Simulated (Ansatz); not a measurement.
Take Al2O3 in the corundum structure (space group R-3c, No. 167) as the base.

Al$_{2}$O$_{3}$ is taken in the trigonal space group R-3c, hexagonal axes (No. 167), the corundum structure, Pearson symbol hR10. Conventional cell: a = b = 4.729 Å, c = 12.892 Å, α = β = 90.00°, γ = 120.00°. Al on 12c has 3 O at 1.844 Å and 3 O at 1.955 Å (octahedral). O on 18e sees 2 Al at 1.844 Å and 2 Al at 1.955 Å. (Neighbours: up to the widest gap in distance over summed covalent radii, below 1.35, at either atom; cation-cation and far metal-metal contacts left out.)
(The calculation used a cell of 10 atoms; values per cell refer to that cell.)

Method: LDA/PAW in Ansatz (a quantum-chemistry and plane-wave program), no spin-orbit coupling.

Base values:

- Electron mass: 0.43 mₑ along c, 0.39 mₑ across (at Γ)
- c/a ratio: 2.726

Now apply this change: cell and atoms relaxed at a pressure of 9 GPa.

What happens to the mean gap deformation potential ΔEg/Δln V, electron mass and c/a ratio?

The mean gap deformation potential ΔEg/Δln V amounts to -12.4 eV; the electron mass becomes 0.45 mₑ along c, 0.41 mₑ across (at Γ) (base: 0.43 mₑ along c, 0.39 mₑ across (at Γ)); the c/a ratio drops by 0.003 (2.726 → 2.723).

Load acts through the strain it causes; cell and atoms are relaxed under it. Effective masses come from finite differences of ±0.01 Å⁻¹. Stability against distortions was not tested. No other phases were tried under pressure.
